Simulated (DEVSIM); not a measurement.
System: Co/SiO2/p-Si capacitor, at 400 K.

```csv
layer (left to right),material,thickness (nm),Na (cm⁻³)
1,SiO2,5.00,-
2,Si,390,2.2e18
```

Metal gate on the left, work function 5 eV. Fixed charge at the semiconductor interface -1.6e11 cm⁻² (in units of +e); interface traps 2e12 cm⁻² eV⁻¹, uniform in energy, neutral level at 0.7 of the gap above the valence band.

Constants are typed, rounded textbook-type inputs, not results; the design itself was drawn at random and stands for no fabricated device. Values at 300 K; Nc and Nv go as T^1.5, mobilities as T to minus their exponent, the gap by Varshni's rule with the affinity fixed.

```csv
parameter,SiO2,Si
gap (eV),9,1.124
affinity (eV),0.9,4.05
permittivity,3.9,11.7
Nc (cm⁻³),-,2.86e19
Nv (cm⁻³),-,3.1e19
Varshni α (eV/K),-,0.000473
Varshni β (K),-,636
```

Model (solved in DEVSIM): 1D Poisson equation in equilibrium, Boltzmann statistics, complete ionisation; no quantum confinement or tunnelling. Metal contacts follow the ideal Schottky-Mott rule: no Fermi-level pinning, no interface dipoles.

Problem. Tabulate band edges, carrier densities and field at 1.2 V on the gate.

Solution. Energies count from the Fermi level of the right contact; mesh points crowd at the junctions.

```json
[
 {"x (μm)": "0.000", "Ec (eV)": "2.900", "Ev (eV)": "-6.100", "n (cm⁻³)": "< 1e2", "p (cm⁻³)": "< 1e2", "field (V/cm)": "1500000"},
 {"x (μm)": "0.0007869", "Ec (eV)": "3.021", "Ev (eV)": "-5.979", "n (cm⁻³)": "< 1e2", "p (cm⁻³)": "< 1e2", "field (V/cm)": "1500000"},
 {"x (μm)": "0.001851", "Ec (eV)": "3.185", "Ev (eV)": "-5.815", "n (cm⁻³)": "< 1e2", "p (cm⁻³)": "< 1e2", "field (V/cm)": "1500000"},
 {"x (μm)": "0.003127", "Ec (eV)": "3.381", "Ev (eV)": "-5.619", "n (cm⁻³)": "< 1e2", "p (cm⁻³)": "< 1e2", "field (V/cm)": "1500000"},
 {"x (μm)": "0.004504", "Ec (eV)": "3.592", "Ev (eV)": "-5.408", "n (cm⁻³)": "< 1e2", "p (cm⁻³)": "< 1e2", "field (V/cm)": "1500000"},
 {"x (μm)": "0.005214", "Ec (eV)": "0.530", "Ev (eV)": "-0.567", "n (cm⁻³)": "9.4e12", "p (cm⁻³)": "3.4e12", "field (V/cm)": "540000"},
 {"x (μm)": "0.006282", "Ec (eV)": "0.585", "Ev (eV)": "-0.511", "n (cm⁻³)": "1.9e12", "p (cm⁻³)": "1.7e13", "field (V/cm)": "500000"},
 {"x (μm)": "0.009150", "Ec (eV)": "0.715", "Ev (eV)": "-0.381", "n (cm⁻³)": "4.3e10", "p (cm⁻³)": "7.5e14", "field (V/cm)": "400000"},
 {"x (μm)": "0.01326", "Ec (eV)": "0.853", "Ev (eV)": "-0.243", "n (cm⁻³)": "7.9e8", "p (cm⁻³)": "4.1e16", "field (V/cm)": "270000"},
 {"x (μm)": "0.02055", "Ec (eV)": "0.967", "Ev (eV)": "-0.130", "n (cm⁻³)": "2.9e7", "p (cm⁻³)": "1.1e18", "field (V/cm)": "67000"},
 {"x (μm)": "0.03348", "Ec (eV)": "0.990", "Ev (eV)": "-0.107", "n (cm⁻³)": "1.5e7", "p (cm⁻³)": "2.2e18", "field (V/cm)": "1500"},
 {"x (μm)": "0.06819", "Ec (eV)": "0.990", "Ev (eV)": "-0.106", "n (cm⁻³)": "1.5e7", "p (cm⁻³)": "2.2e18", "field (V/cm)": "≈ 0"},
 {"x (μm)": "0.1180", "Ec (eV)": "0.990", "Ev (eV)": "-0.106", "n (cm⁻³)": "1.5e7", "p (cm⁻³)": "2.2e18", "field (V/cm)": "≈ 0"},
 {"x (μm)": "0.2000", "Ec (eV)": "0.990", "Ev (eV)": "-0.106", "n (cm⁻³)": "1.5e7", "p (cm⁻³)": "2.2e18", "field (V/cm)": "≈ 0"},
 {"x (μm)": "0.3027", "Ec (eV)": "0.990", "Ev (eV)": "-0.106", "n (cm⁻³)": "1.5e7", "p (cm⁻³)": "2.2e18", "field (V/cm)": "≈ 0"},
 {"x (μm)": "0.3435", "Ec (eV)": "0.990", "Ev (eV)": "-0.106", "n (cm⁻³)": "1.5e7", "p (cm⁻³)": "2.2e18", "field (V/cm)": "≈ 0"},
 {"x (μm)": "0.3664", "Ec (eV)": "0.990", "Ev (eV)": "-0.106", "n (cm⁻³)": "1.5e7", "p (cm⁻³)": "2.2e18", "field (V/cm)": "≈ 0"},
 {"x (μm)": "0.3794", "Ec (eV)": "0.990", "Ev (eV)": "-0.106", "n (cm⁻³)": "1.5e7", "p (cm⁻³)": "2.2e18", "field (V/cm)": "≈ 0"},
 {"x (μm)": "0.3884", "Ec (eV)": "0.990", "Ev (eV)": "-0.106", "n (cm⁻³)": "1.5e7", "p (cm⁻³)": "2.2e18", "field (V/cm)": "≈ 0"},
 {"x (μm)": "0.3918", "Ec (eV)": "0.990", "Ev (eV)": "-0.106", "n (cm⁻³)": "1.5e7", "p (cm⁻³)": "2.2e18", "field (V/cm)": "≈ 0"},
 {"x (μm)": "0.3937", "Ec (eV)": "0.990", "Ev (eV)": "-0.106", "n (cm⁻³)": "1.5e7", "p (cm⁻³)": "2.2e18", "field (V/cm)": "≈ 0"},
 {"x (μm)": "0.3950", "Ec (eV)": "0.990", "Ev (eV)": "-0.106", "n (cm⁻³)": "1.5e7", "p (cm⁻³)": "2.2e18", "field (V/cm)": "≈ 0"}
]
```
